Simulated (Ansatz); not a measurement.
Base system: CsOH (space group Cmc2_1, No. 36; a = 4.3329 Å, b = 11.4218 Å, c = 4.4968 Å; a cell from a computed database, its experimental status unchecked). Axes: x, y, z lie along a, b, c of the conventional cell.

Computed with r2SCAN, PAW, 500 eV (Ansatz, an electronic-structure program; no spin-orbit coupling).

The change: the cell is scaled by 1.0062 in all directions, atoms relaxed at fixed cell.

Task: Predict the stress tensor and what it implies for the stiffness.

Result: Stress of the strained cell less that of the base (GPa, compression positive):
```
  -0.40    0.00    0.00
   0.00   -0.37    0.00
   0.00    0.00   -0.38
```

Then B = −ΔP/(ΔV/V₀) with ΔV/V₀ = 0.0187 gives secant stiffness values (nonlinear terms included at this strain): B (at held cell shape, above the free-shape value) ≈ 20 GPa.

No phonon test of stability was made.
